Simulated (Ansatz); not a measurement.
# Pt₃In (Pm-3m): band-structure transport figures

Data:

```
CELL_PARAMETERS angstrom
      3.99315     0.00000     0.00000
      0.00000     3.99315     0.00000
      0.00000     0.00000     3.99315
ATOMIC_POSITIONS crystal
  In 0.00000 0.00000 0.00000
  Pt 0.00000 0.50000 0.50000
  Pt 0.50000 0.00000 0.50000
  Pt 0.50000 0.50000 0.00000
```

Calculation: PBEsol, rigid bands (plane waves, PAW, scalar-relativistic; Ansatz, an electronic-structure program). Geometry: cell and atoms relaxed with PBEsol.

```json
{
 "density of states at the Fermi level": "3.27 states/(eV·cell), both spins",
 "bare Sommerfeld coefficient": "1.93 mJ/(mol of atoms·K²)",
 "drude_plasma_energy": "4.9 eV",
 "root-mean-square Fermi velocity": "4.2e5 m/s",
 "resistivity times τ": "20 ×10⁻²² Ω·m·s"
}
```

A metal at this level (no band gap); rigid bands, thermally averaged at 300 K, both spins. Spin-orbit coupling is left out, which matters with elements this heavy. τ is one relaxation time for all states.

Formula and space group known from diffraction (Crystallography Open Database), not checked to be the room-temperature form: Pt3In (Pm-3m).
